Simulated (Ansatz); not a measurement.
Start from ZrS2 in the fluorite structure (space group Fm-3m, No. 225; a = 6.2562 Å; a hypothetical phase, not in the database extracts checked). Axes: x, y, z lie along the cube axes.

Computed with plane-wave PAW DFT at the r2SCAN level (Ansatz, a program for electronic structure, 500 eV), no spin-orbit coupling.

Free-standing slabs (3 atom(s) a layer) normal to [111] with 15 Å of vacuum; in-plane cell held at bulk.

One change was made to it. Results:

| quantity | base | after |
|---|---|---|
| band gap | 0.13 eV | 0.67 eV |
| shortest interatomic distance | 2.709 Å | 2.581 Å |
| smallest direct gap | 0.22 eV | 0.72 eV |
| gap character | – | indirect, M → Γ |

Task: What was done to the base?
A) 5 layers
B) 1 layer
C) 2 layers

Result: A, 5 layers. For comparison, the band gap in the other runs: 1 layer gives 1.45 eV; 2 layers gives 1.36 eV.

No phonon test of stability was made. A zero or small gap of ZrS2 can be the functional's error rather than a property of the material. k-point labels follow each cell's own Brillouin zone.
